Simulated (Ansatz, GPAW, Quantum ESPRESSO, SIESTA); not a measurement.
Code comparison for BaP2Os2 (I4/mmm, 5 atoms in the cell)

Self-consistent single point.

```yaml
crystal:
  lattice:
    - [-2.02953, 2.02953, 6.16354]
    - [2.02953, -2.02953, 6.16354]
    - [2.02953, 2.02953, -6.16354]
  atoms:
    - { symbol: Ba, position: [0.00000, 0.00000, 0.00000] }
    - { symbol: P, position: [0.65708, 0.65708, 0.00000] }
    - { symbol: P, position: [0.34292, 0.34292, 0.00000] }
    - { symbol: Os, position: [0.25000, 0.75000, 0.50000] }
    - { symbol: Os, position: [0.75000, 0.25000, 0.50000] }
```

Shared settings, as Ansatz (a program for electronic structure) writes them: kpoints.mp_grid.grid = 3 3 3; scf.occupations.method = fermi_dirac; scf.occupations.width = 0.0037 Ry. Potentials and cutoffs stand in the table.

| code | model | pressure (GPa) | largest force (eV/Å) | cutoff |
|---|---|---|---|---|
| Ansatz | PBEsol, PAW files made with PBE | -2.62 | 0.316 | default |
| SIESTA | GGA PBEsol, numerical atomic orbitals DZP, PseudoDojo PBEsol standard norm-conserving potentials (rewritten from UPF to PSML) | 0.15 | 0.965 | grid 350 Ry |
| GPAW | PBEsol, GPAW PAW datasets PBEsol (made by gpaw-setup) | -2.48 | 0.310 | 600 eV |
| Quantum ESPRESSO | PBEsol, GBRV 1.5 ultrasoft (PBESOL) pseudopotentials | -2.48 | 0.297 | 40 Ry |

On Ansatz's run: spin-orbit coupling is off. Spin polarisation is off.

The spread over the programs that give each value: pressure within 2.77 GPa; largest force within 0.668 eV/Å.

SIESTA uses small atom-centred bases, whose incompleteness enters pressures, forces and empty levels differently from a plane-wave cutoff. Ansatz's pressure is given at a fixed set of plane waves, as the other plane-wave codes print theirs; with its correction for the finite basis it is -2.58 GPa. In the pressure, SIESTA (by 2.62) lies more than 1 GPa from the median of the plane-wave programs. In the force vectors, SIESTA (by 0.655) lies more than 0.08 eV/Å from the median of the plane-wave programs.

On the base mesh (7 7 7) the same programs gave: Ansatz pressure -3.00 GPa; Quantum ESPRESSO pressure -2.84 GPa; GPAW pressure -2.83 GPa; SIESTA pressure -0.11 GPa.

The values differ from the base mesh's, so the mesh still matters here: the table compares the programs at equal settings.

The starting cell comes from a database of computed structures (which also holds hypothetical and non-ambient phases and stackings), without a prior relaxation at this level.

Left out of this page: CP2K (on another mesh); FLEUR (not drawn, or without a comparable value).

Keys are those of Ansatz 0.2.
